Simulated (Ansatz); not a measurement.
Input:

```xyz
2
Lattice="4.5781 0.0000 0.0000 2.2891 3.9648 0.0000 2.2891 -1.3216 3.6239" Properties=species:S:1:pos:R:3 pbc="T T T"
Mg     0.0000     0.0000    -0.0221
Te     4.5781     0.0000     2.7401
```

No spin polarisation.

All numbers come from LDA, PAW, 420 eV (Ansatz, an electronic-structure program; no spin-orbit coupling). k-mesh 9×9×9 (Γ-centred); smearing 0.05 eV (Fermi–Dirac).

Predict the band gap and valence-band top at Γ.


- Band gap = 2.16 eV
- Valence-band top at Γ (three highest levels, from the VBM) = 0.00, -0.18, -0.18 eV

Spin-orbit coupling, missing from the scalar runs, can matter with Te. The cells carry an imposed strain or load. Whether these cells are dynamically stable was not tested. The cell was made from MgTe in the zinc blende structure (space group F-43m, No. 216) by this change: biaxial strain +1.67 %, plane normal [111], relaxed out of plane.
